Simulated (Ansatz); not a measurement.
Results of r²SCAN0 (PAW; Ansatz, a quantum-chemistry and plane-wave program) for Si (C2/m, No. 12, 8 atoms in the cell; start mp-1079297; another form than the element's usual one).

Settings: plane-wave cutoff 520 eV, 6×6×4 k mesh (along the axes of the cell as run), Fermi–Dirac smearing 0.01 eV, scalar-relativistic PAW data made under PBE.

The cell is the one relaxed with PBEsol. Conventional cell: a = 13.8034 Å, b = 3.8395 Å, c = 6.3266 Å, α = 90.00°, β = 96.76°, γ = 90.00°.

```yaml
crystal:
  lattice:
    - [6.90169, -1.91975, 0.00017]
    - [6.90169, 1.91975, 0.00017]
    - [-0.74536, 0.00000, 6.28257]
  atoms:
    - { symbol: Si, position: [0.05532, 0.05532, 0.87337] }
    - { symbol: Si, position: [0.94468, 0.94468, 0.12663] }
    - { symbol: Si, position: [0.55908, 0.55908, 0.65330] }
    - { symbol: Si, position: [0.44092, 0.44092, 0.34670] }
    - { symbol: Si, position: [0.21255, 0.21255, 0.05704] }
    - { symbol: Si, position: [0.78745, 0.78745, 0.94296] }
    - { symbol: Si, position: [0.72703, 0.72703, 0.58571] }
    - { symbol: Si, position: [0.27297, 0.27297, 0.41429] }
```

List the 22 lowest band energies at Γ above −25 eV (eV, relative to the valence band maximum), grouping those that round alike.

At Γ: -14.06, -11.48, -11.23, -10.60, -8.45, -7.81, -6.09, -5.25, -3.96, -3.27, -2.67, -1.35, -1.03, -0.86, -0.45, 0.00, 1.81, 2.85, 3.04, 3.47, 3.63, 4.07.

Note: the run warned that its exchange threshold was loose for the stress; cell and atoms aren't relaxed at this level (largest force component 0.05 eV/Å, pressure -0.4 GPa).

A start named mp-… is a Materials Project structure, which need not be a measured phase.
